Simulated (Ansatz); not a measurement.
InP, response to strain

Start from InP in the zinc blende structure (space group F-43m, No. 216; a = 5.907 Å). Axes: x, y, z lie along the cube axes.

Strains are applied to the cell and any free atomic positions relax; under biaxial strain the out-of-plane vector relaxes too.

The values are results of Ansatz (a program for electronic structure) r2SCAN, no spin-orbit coupling, not measurements.

Notes on the quantities. energy relative to the base: free energy F.

| biaxial strain, plane normal [111], relaxed out of plane (%) | energy relative to the base (meV/atom) |
|---|---|
| -2.5 | 15.2 |
| -2.08 | 10.5 |
| -1.67 | ? |
| -1.25 | 3.7 |
| -0.83 | 1.6 |
| -0.42 | 0.4 |
| 0 | 0.0 |

Q: Fit ΔE = Aε² + Bε³ (ε in %) to the rows shown and predict the withheld row.

A: Least squares on the printed values gives A = 2.33 and B = -0.043 meV/atom (largest residual 0.0 meV/atom); this predicts 6.7 meV/atom, and the run gives 6.7 meV/atom, in agreement.

Whether these cells are dynamically stable was not tested.
